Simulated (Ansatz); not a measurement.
## What uniaxial strain ε_zz = +1.50 % does to HfC

Take HfC in the rock salt structure (space group Fm-3m, No. 225; a = 4.6071 Å; relaxed with 0.1 eV smearing) as the base. Axes: x, y, z lie along the cube axes.

Perturbation: uniaxial strain ε_zz = +1.50 %, all other strain components held at zero, atoms relaxed at fixed cell.

Level of theory: PBEsol (Ansatz, a first-principles code, PAW, without spin-orbit coupling). Γ-centred 22×22×22 mesh, Fermi–Dirac width 0.1 eV.

```json
[
 {"quantity": "volume per atom", "base": "12.22 Å³", "changed": "12.41 Å³", "shift": "+0.183 Å³"},
 {"quantity": "space group", "base": "Fm-3m (No. 225)", "changed": "I4/mmm (No. 139)", "shift": "–"},
 {"quantity": "shortest interatomic distance", "base": "2.304 Å", "changed": "2.304 Å", "shift": "0.000 Å"},
 {"quantity": "energy relative to the base (free energy F)", "base": "0 meV/atom", "changed": "+4.4 meV/atom", "shift": "+4.4 meV/atom"},
 {"quantity": "pressure (mean of the normal stresses, compression positive)", "base": "0.0 GPa", "changed": "-3.5 GPa", "shift": "-3.5 GPa"},
 {"quantity": "band gap", "base": "zero", "changed": "zero", "shift": "–"},
 {"quantity": "stress (xx, yy, zz, yz, xz, xy; compression positive)", "base": "–", "changed": "(-1.5, -1.5, -7.5, 0.0, 0.0, 0.0) GPa", "shift": "–"}
]
```

Final structure:

```
HfC
1.0
    0.00000     2.30353     2.33808
    2.30353     0.00000     2.33808
    2.30353     2.30353     0.00000
Hf C
1 1
Cartesian
  0.00000   0.00000   0.00000
  2.30353   2.30353   2.33808
```

No phonon test of stability was made. The final runs are not spin-polarised.
